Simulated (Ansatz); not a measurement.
The parent structure is Pt in the fcc (Cu type) structure (space group Fm-3m, No. 225; a = 3.920 Å; relaxed with 0.1 eV smearing). Axes: x, y, z lie along the cube axes.

Calculations: plane-wave PAW DFT at the PBEsol level (Ansatz, an electronic-structure program, 420 eV), scalar-relativistic without spin-orbit coupling.

Strains are applied to the cell and any free atomic positions relax; under biaxial strain the out-of-plane vector relaxes too.

One change was made to it. Results:

| quantity | base | after |
|---|---|---|
| energy relative to the base (free energy F) | 0 meV/atom | +9.1 meV/atom |
| volume per atom | 15.06 Å³ | 15.28 Å³ |

Which of these changes matches the shifts?
(A) biaxial strain +2.08 %, plane normal [111], relaxed out of plane
(B) biaxial strain +1.67 %, plane normal [111], relaxed out of plane
(C) biaxial strain +2.50 %, plane normal [111], relaxed out of plane

B, biaxial strain +1.67 %, plane normal [111], relaxed out of plane. For comparison, the energy relative to the base in the other runs: biaxial strain +2.08 %, plane normal [111], relaxed out of plane gives +14 meV/atom; biaxial strain +2.50 %, plane normal [111], relaxed out of plane gives +20 meV/atom.

Whether these cells are dynamically stable was not tested. The final runs are not spin-polarised. Pt lies near a magnetic instability that expansion can trigger; it was not tested.
